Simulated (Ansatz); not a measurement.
The parent structure is Rh in the fcc (Cu type) structure (space group Fm-3m, No. 225; relaxed with 0.1 eV smearing).

```yaml
crystal:
  lattice:
    - [0.00000, 1.89079, 1.89079]
    - [1.89079, 0.00000, 1.89079]
    - [1.89079, 1.89079, 0.00000]
  atoms:
    - { symbol: Rh, position: [0.00000, 0.00000, 0.00000] }
```

Cartesian axes are those of the cell as printed.

Computed with Ansatz (an electronic-structure program), PBEsol, PAW, cutoff 420 eV, scalar-relativistic without spin-orbit coupling.

Modification: an isotropic linear strain of −2.50 %, atoms relaxed at fixed cell.

Task: Predict the stress tensor and what it implies for the stiffness.

Result: Stress of the strained cell less that of the base (GPa, compression positive):
```
   27.0     0.0     0.0
    0.0    27.0     0.0
    0.0     0.0    27.0
```

Then B = −ΔP/(ΔV/V₀) with ΔV/V₀ = -0.0731 gives secant stiffness values (nonlinear terms included at this strain): B ≈ 370 GPa.

As a check, the harmonic strain energy −½ V₀ Δσ:ε is 86 meV/atom; the computed energy rise is 77 meV/atom.

No phonon test of stability was made. The final runs are not spin-polarised.
